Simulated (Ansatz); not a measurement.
For MgPt₃ (Pm-3m), PBEsol, DFPT electron-phonon coupling, linearised Boltzmann equation (Ansatz, a program for electronic structure) gives a transport coupling λ_tr = 0.449 and a Drude plasma energy ħω_p = 6.48 eV.

Problem. Estimate the resistivity at 300 K from the high-temperature formula ρ = 2π λ_tr k_B T / (ħ ε₀ ω_p²), and say how the full Boltzmann solution compares.

Solution. The scattering rate is 1/τ = 2π λ_tr k_B T/ħ = 1.11e14 s⁻¹ and ω_p = 9.84e15 s⁻¹, so ρ ≈ 12.9 μΩ·cm. The Boltzmann solution gives 12.1 μΩ·cm, 0.94 times the estimate.

A metal at this level (no band gap). Only scattering by harmonic phonons is included (no impurities, grain boundaries, electron-electron scattering or thermal expansion). Spin-orbit coupling is left out, which matters with elements this heavy. Halving the electron mesh (24x24x24) moves the resistivity by up to 4 % at 300 K, the coupling by up to 5 %. Smearing 0.20 eV; phonons on a 4x4x4 q mesh, which this run doesn't test.

Computed structure with no diffraction record at hand here (it may be known, metastable or hypothetical): MgPt3 (Pm-3m).
